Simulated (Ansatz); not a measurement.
Pd: uniaxial strain ε_zz = +0.50 %

Take Pd in the fcc (Cu type) structure (space group Fm-3m, No. 225; a = 3.9104 Å; relaxed with 0.1 eV smearing) as the base. Axes: x, y, z lie along the cube axes.

Now apply this change: the cell is stretched by 0.50 % along z with no lateral relaxation, atoms relaxed at fixed cell.

Computed with r2SCAN/PAW in Ansatz (an electronic-structure program), no spin-orbit coupling. k-mesh 29×29×29 (Γ-centred); smearing 0.1 eV (Fermi–Dirac).

```csv
quantity,base,changed,shift
volume per atom,14.95 Å³,15.02 Å³,+0.07 Å³
space group,Fm-3m (No. 225),I4/mmm (No. 139),–
energy relative to the base (free energy F),0 meV/atom,+0.2 meV/atom,+0.2 meV/atom
band gap,zero,zero,–
"stress (xx, yy, zz, yz, xz, xy; compression positive)",–,"(-0.8, -0.8, -1.1, 0.0, 0.0, 0.0) GPa",–
```

Final structure:

```
CELL_PARAMETERS angstrom
      0.00000     1.95520     1.96497
      1.95520     0.00000     1.96497
      1.95520     1.95520     0.00000
ATOMIC_POSITIONS crystal
  Pd 0.00000 0.00000 0.00000
```

No phonon test of stability was made. The final runs are not spin-polarised. Pd has a high density of states at the Fermi level and may be magnetic at this level.
